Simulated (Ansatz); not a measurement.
**Point defect O vacancy + O vacancy (V_O+V_O) in wurtzite ZnO**

These are PBE, PAW (plane waves to 420 eV; Ansatz, a program for electronic structure) values and carry that method's errors. Cell: 96 sites, 3×2×2 repeats of a cell of 8 atoms; final energies on a 2×2×2 shifted mesh. Sites at the start: the O site; O 3.25 Å away. Energies of charged states are corrected for periodic images (point charge plus alignment at distant sites). Dielectric constants: PBE linear response of the host. Host gap at this level: 0.74 eV. Finite-size and sampling errors can reach tenths of an eV here. PBE underestimates the host's gap, which shifts levels and can delocalise carriers. Spin–orbit coupling is left out. Each state is the lowest found from its start.

Formation energies E_f are given with the Fermi level at the valence-band maximum. Chemical conditions: O-rich (Δμ(O) = 0.00 eV; only phases computed here count, gases as isolated molecules at 0 K); Zn-rich (Δμ(O) = -2.85 eV; only phases computed here count, gases as isolated molecules at 0 K). Reference phases: O: O2 molecule in a box.

The name describes the start.

Charges with a result: +4, +2, +1, 0. Others weren't obtained, and one of them could lie lower, also by skipping a charge.

```json
[
 {"charge": "+4", "moment (μB)": "not spin-polarised", "largest move off a lattice site (Å)": "0.84", "image correction with alignment (eV)": "1.88", "E_f, O-rich (eV)": "5.95", "E_f, Zn-rich (eV)": "0.25"},
 {"charge": "+2", "moment (μB)": "not spin-polarised", "largest move off a lattice site (Å)": "0.62", "image correction with alignment (eV)": "0.36", "E_f, O-rich (eV)": "5.73", "E_f, Zn-rich (eV)": "0.04"},
 {"charge": "+1†", "moment (μB)": "1.0", "largest move off a lattice site (Å)": "0.48", "image correction with alignment (eV)": "0.04", "E_f, O-rich (eV)": "–", "E_f, Zn-rich (eV)": "–"},
 {"charge": "0", "moment (μB)": "not spin-polarised", "largest move off a lattice site (Å)": "0.29", "image correction with alignment (eV)": "0.00", "E_f, O-rich (eV)": "7.40", "E_f, Zn-rich (eV)": "1.71"}
]
```

† Not settled in this cell, so no level is given: charge +1: carriers not clearly localised.

Flagged in the runs: a host whose relaxation on this sampling wasn't shown to rest, a strain field that reaches the edge of the cell.

All states together cost roughly 8 core-hours.
